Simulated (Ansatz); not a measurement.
WC under a change: isotropic strain −3.00 %

The parent structure is WC (space group P-6m2, No. 187; a = 2.884 Å, c = 2.812 Å; relaxed with 0.1 eV smearing).

The change: every lattice vector is shortened by 3.00 %, atoms relaxed at fixed cell.

All numbers come from LDA/PAW in Ansatz (a first-principles code), no spin-orbit coupling. k-mesh 23×23×20 (Γ-centred); smearing 0.1 eV (Fermi–Dirac).

```csv
quantity,base,changed,shift
volume per atom,10.13 Å³,9.24 Å³,-0.884 Å³
shortest interatomic distance,2.179 Å,2.114 Å,-0.065 Å
energy relative to the base (free energy F),0 meV/atom,+120 meV/atom,+120 meV/atom
"pressure (mean of the normal stresses, compression positive)",0.0 GPa,47.0 GPa,+47.0 GPa
band gap,zero,zero,–
```

Final structure:

```yaml
crystal:
  lattice:
    - [2.79778, 0.00000, 0.00000]
    - [-1.39889, 2.42295, 0.00000]
    - [0.00000, 0.00000, 2.72719]
  atoms:
    - { symbol: W, position: [0.00000, 0.00000, 0.00000] }
    - { symbol: C, position: [0.33333, 0.66667, 0.50000] }
```

Cost of the whole job for the changed cell (relaxation, final SCF and bands): roughly 20 core-seconds.

No phonon test of stability was made. The final runs are not spin-polarised.
